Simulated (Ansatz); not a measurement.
# Parameter sweep on VSi (P6_3/mmc, 8 atoms in the cell)

```yaml
crystal:
  lattice:
    - [3.41115, 0.00000, 0.00000]
    - [-1.70557, 2.95414, 0.00000]
    - [0.00000, 0.00000, 11.50794]
  atoms:
    - { symbol: V, position: [0.33333, 0.66667, 0.12500], spin: 2.0 }
    - { symbol: V, position: [0.66667, 0.33333, 0.62500], spin: 2.0 }
    - { symbol: V, position: [0.66667, 0.33333, 0.87500], spin: 2.0 }
    - { symbol: V, position: [0.33333, 0.66667, 0.37500], spin: 2.0 }
    - { symbol: Si, position: [0.00000, 0.00000, 0.00000] }
    - { symbol: Si, position: [0.00000, 0.00000, 0.50000] }
    - { symbol: Si, position: [0.33333, 0.66667, 0.75000] }
    - { symbol: Si, position: [0.66667, 0.33333, 0.25000] }
```
(The spins are starting values, not results.)

Base run A: PBE in Ansatz (a first-principles code), self-consistent single point.

Its settings: kpoints.mp_grid.grid = 8 8 2; hamiltonian.xc = pbe; hamiltonian.pseudopotentials = {kind: paw} (the program's default PAW files); magnetization.spin_polarized = true; scf.occupations.method = cold; scf.occupations.width = 0.1 eV.

The starting cell was generated: these elements placed on a structure prototype, without a prior relaxation; it need not be a known phase or ordering of this composition. Its lattice was rescaled by a random factor within 2.5 % of one. The starting moments vanished: the run ended non-magnetic, which need not be the lowest state. The program warned that a starting moment was not kept. In the base run, forces exceed 1 eV/Å. Ansatz's pressure includes its estimate of the finite-basis (Pulay) stress.

ΔF is the free energy per atom less that of run A. 

| run | scf.mixing.algorithm, scf.mixing.beta | ΔF (meV/atom) | pressure (GPa) | largest force (eV/Å) | iterations |
|---|---|---|---|---|---|
| A | default (the program chose MSR1), default | 0.00 | 2.06 | 1.873 | 15 |
| B | broyden, 0.02 | 0.00 | 2.06 | 1.873 | 45 |
| C | broyden, 0.05 | 0.00 | 2.06 | 1.873 | 39 |
| D | broyden, 0.1 | 0.00 | 2.06 | 1.873 | 33 |
| E | broyden, 0.2 | 0.00 | 2.06 | 1.873 | 22 |
| F | broyden, 0.3 | 0.00 | 2.06 | 1.873 | 22 |
| G | broyden, 0.5 | 0.00 | 2.06 | 1.873 | 16 |
| H | broyden, 0.7 | 0.00 | 2.06 | 1.873 | 15 |
| I | broyden, 0.9 | 0.00 | 2.06 | 1.873 | 13 |
| J | broyden, 1 | 0.00 | 2.06 | 1.873 | 18 |

Runs B, C, D, E, F, G, H, I, J ended on the same solution as A (within 1 meV/atom and 0.1 μB a site). The fewest iterations to that state were 13 (I); the most were 45.

Keys are those of Ansatz 0.2.
